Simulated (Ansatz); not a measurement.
Input and output of a relaxation of cell and atoms for CaSiAu (P-6m2, 3 atoms in the cell) (Ansatz, a quantum-chemistry and plane-wave program).

Level of theory: PBEsol, PAW files made with PBE (plane waves; Ansatz).

```
CaSiAu
1.0
    4.32759     0.00000     0.00000
   -2.16379     3.74780     0.00000
    0.00000     0.00000     3.94250
Ca Si Au
1 1 1
Direct
  0.00000   0.00000   0.00000
  0.66667   0.33333   0.50000
  0.33333   0.66667   0.50000
```

Reference input (self-consistent single point, DFT, PBEsol, plane waves, PAW files made with PBE): kpoints.mp_grid.grid = 6 6 6; hamiltonian.xc = pbesol; hamiltonian.pseudopotentials = {kind: paw} (the program's default PAW files); scf.occupations.method = gaussian; scf.occupations.width = 0.136 eV. This run's input differs from it in these lines:

```diff
@@ -17,2 +17,4 @@
   occupations: { method: gaussian, width: 0.136 }
+relax:
+  cell: {}
 output:
```

Log, with long lists cut:

```
   [... SCF lines of the steps left out ...]
relax step   1: F+E_penalty+E_count = -15426.16140096 eV  Δ(F+E_penalty+E_count) = +0.000e0 eV  max|allowed force component| = 9.252e-17 eV/Å  Δτ_max = 0.0000 Å  P = -2.076 GPa  Ω = 63.943 Å³  (10 SCF iters, dr2 threshold 1.00e-7 eV, accepted)
relax step   2: F+E_penalty+E_count = -15426.17211349 eV  Δ(F+E_penalty+E_count) = -1.071e-2 eV  max|allowed force component| = 1.989e-16 eV/Å  Δτ_max = 0.0000 Å  P = +0.492 GPa  Ω = 61.974 Å³  energy of the carried Pulay correction = +1.993e-4 eV  [...]
relax step   3: F+E_penalty+E_count = -15426.17262952 eV  Δ(F+E_penalty+E_count) = -5.160e-4 eV  max|allowed force component| = 9.869e-17 eV/Å  Δτ_max = 0.0000 Å  P = -0.023 GPa  Ω = 62.367 Å³  energy of the carried Pulay correction = +1.599e-4 eV  [...]
relax step   4: F+E_penalty+E_count = -15426.17246046 eV  Δ(F+E_penalty+E_count) = +1.691e-4 eV  max|allowed force component| = 9.252e-17 eV/Å  Δτ_max = 0.0000 Å  P = -0.022 GPa  Ω = 62.367 Å³  stress off target by 3.67e-2 GPa  SCF on the basis [...]
basis re-selected at this cell: Δ(F+E_penalty+E_count) = +1.691e-4 eV, ΔP = +0.001 GPa vs the last step
the relaxation is at rest under the 12 symmetry operations that the run kept from its start: a minimum is not shown …
Stability not checked: this state was not tested for a lower state beside it, because too few of the mixer's solves of this state at the end of the SCF gave a …
Free energy (F): -15426.172460 eV
Internal energy: -15426.164149 eV  (E = F + TS)
   [... lines left out ...]
Fermi energy:    11.292090 eV
   [... lines left out ...]
  cell:  # Å, volume = 62.3671 Å³
    - [4.288178312853569, 0.0, 0.0]
    - [-2.1440891564267845, 3.713671354888685, 0.0]
    - [0.0, 0.0, 3.916326858922132]
  atoms:
    - { symbol: Ca, position: [-3.350886254416598e-34, -4.6249415413619484e-34, 0.0] }
    - { symbol: Si, position: [0.6666666666666667, 0.33333333333333337, 0.5000000000000001] }
    - { symbol: Au, position: [0.33333333333333337, 0.6666666666666667, 0.5000000000000001] }
```

The run converged. 

Summary of the result:
```
Quantity                                                                                             Value
-----------------------------------------------  ---------------------------------------------------------
Free energy E − TS (on the zero of these files)                                             -15426.1725 eV
Fermi level (on the code's own zero)                                                              11.29 eV
Pressure                                                                                         -0.02 GPa
Final cell                                       a = b = 4.288 Å, c = 3.916 Å, α = β = 90.00°, γ = 120.00°
Final volume per atom                                                                             20.79 Å³
Relaxation steps                                                                                         4
```

The starting cell comes from a database of computed structures (which also holds hypothetical and non-ambient phases and stackings), without a prior relaxation at this level. The relaxation keeps the symmetry of its start, so its end need not be a minimum. Ansatz's pressure includes its estimate of the finite-basis (Pulay) stress.

Keys are those of Ansatz 0.2.
